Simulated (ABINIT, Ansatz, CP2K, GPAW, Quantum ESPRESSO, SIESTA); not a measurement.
## HfGa4Co (P4/mmm, 6 atoms in the cell) computed with different codes at matched settings

Self-consistent single point.

```yaml
crystal:
  lattice:
    - [4.02791, 0.00000, 0.00000]
    - [0.00000, 4.02791, 0.00000]
    - [0.00000, 0.00000, 6.30101]
  atoms:
    - { symbol: Hf, position: [0.00000, 0.00000, 0.00000] }
    - { symbol: Ga, position: [0.50000, 0.00000, 0.70679] }
    - { symbol: Ga, position: [0.50000, 0.00000, 0.29321] }
    - { symbol: Ga, position: [0.00000, 0.50000, 0.70679] }
    - { symbol: Ga, position: [0.00000, 0.50000, 0.29321] }
    - { symbol: Co, position: [0.00000, 0.00000, 0.50000] }
```

All programs got the same cell, k-point mesh and kind of occupations (in Ansatz's words: kpoints.mp_grid.grid = 5 5 3; scf.occupations.method = gaussian; scf.occupations.width = 0.1 eV); potentials, basis and cutoffs are each program's usual ones.

```json
[
 {"code": "SIESTA", "model": "GGA PBEsol, numerical atomic orbitals DZP, PseudoDojo PBEsol standard norm-conserving potentials (rewritten from UPF to PSML)", "pressure (GPa)": "1.86", "largest force (eV/Å)": "0.262", "k-points": "38", "cutoff": "grid 350 Ry"},
 {"code": "Quantum ESPRESSO", "model": "PBEsol, PSlibrary ultrasoft (PBE) pseudopotentials", "pressure (GPa)": "0.79", "largest force (eV/Å)": "0.115", "k-points": "12", "cutoff": "70 Ry"},
 {"code": "ABINIT", "model": "PBEsol, norm-conserving pseudopotentials (PseudoDojo nc-sr-04 PBEsol standard)", "pressure (GPa)": "1.31", "largest force (eV/Å)": "0.071", "k-points": "12", "cutoff": "1306 eV"},
 {"code": "CP2K", "model": "PBEsol, GPW, DZVP-MOLOPT-SR-GTH basis, GTH-PBE potentials (GTH_POTENTIALS)", "pressure (GPa)": "1.48", "largest force (eV/Å)": "0.006", "k-points": "38", "cutoff": "grid 600 Ry"},
 {"code": "GPAW", "model": "PBEsol, GPAW PAW datasets PBEsol (made by gpaw-setup)", "pressure (GPa)": "2.33", "largest force (eV/Å)": "0.153", "k-points": "12", "cutoff": "850 eV"},
 {"code": "Ansatz", "model": "PBEsol, PAW files made with PBE", "pressure (GPa)": "0.96", "largest force (eV/Å)": "0.079", "k-points": "12", "cutoff": "420 eV"}
]
```

The spread over the programs that give each value: pressure within 1.54 GPa; largest force within 0.256 eV/Å.

The starting cell comes from a database of computed structures (which also holds hypothetical and non-ambient phases and stackings), without a prior relaxation at this level. Its lattice was rescaled by a random factor within 2.5 % of one. On Ansatz's run: Spin-orbit coupling is off. Spin polarisation is off. Without a gap this mesh is coarse (it stands for a supercell whose shortest vector is 19 Å).

### Question
Why do the programs differ, and what cannot be compared?

### Answer
Differences of this kind can come from the potentials, where these differ, and from what each basis and cutoff leave unconverged. The valence holds different numbers of electrons (SIESTA 81, Quantum ESPRESSO 73, ABINIT 81, CP2K 81, GPAW 33, Ansatz (a first-principles code) 95). The zero of total energies and Fermi levels follows the potentials and each program's conventions, so they are not compared here. SIESTA and CP2K use small atom-centred bases, whose incompleteness enters pressures, forces and empty levels differently from a plane-wave cutoff. Ansatz's pressure is given at a fixed set of plane waves, as the other plane-wave codes print theirs; with its correction for the finite basis it is 1.02 GPa. The programs reduce the same mesh by symmetry to different extents, which changes the work and not the result. In the pressure, GPAW (by 1.19) lies more than 1 GPa from the median of the plane-wave programs. In the force vectors, SIESTA (by 0.165) and CP2K (by 0.091) lie more than 0.08 eV/Å from the median of the plane-wave programs.

The shared mesh is coarse (it stands for a supercell whose shortest vector is 19 Å), so the values are not converged in it.

Left out of this page: Elk and FLEUR (not drawn, or without a comparable value).

Keys are those of Ansatz 0.2.
